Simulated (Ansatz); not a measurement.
Take LiF in the rock salt structure (space group Fm-3m, No. 225; a = 4.008 Å) as the base. Axes: x, y, z lie along the cube axes.

Computed with PBEsol in Ansatz (plane waves to 420 eV, PAW, spin-orbit coupling left out).

For the base:

Band gap: 9.05 eV

Perturbation: tensile biaxial strain of 1.00 % in the plane normal to [001], as in epitaxy on a mismatched substrate; the out-of-plane cell vector and the atoms relax.

Problem. How does this affect the ratio −ε⊥/ε∥?

Solution. The ratio −ε⊥/ε∥ amounts to 0.71.

Problem. Estimate the effect on the energy relative to the base.

Solution. The energy increases by 0.7 meV/atom.

Problem. Estimate the effect on the band gap.

Solution. The band gap shrinks by 0.13 eV (9.05 eV → 8.92 eV).

Problem. What happens to the valence-band top at Γ?

Solution. The valence-band top at Γ (three highest levels, from the VBM) is 0.00, 0.00, -0.04 eV.

Whether these cells are dynamically stable was not tested.

Ansatz is an electronic-structure program.
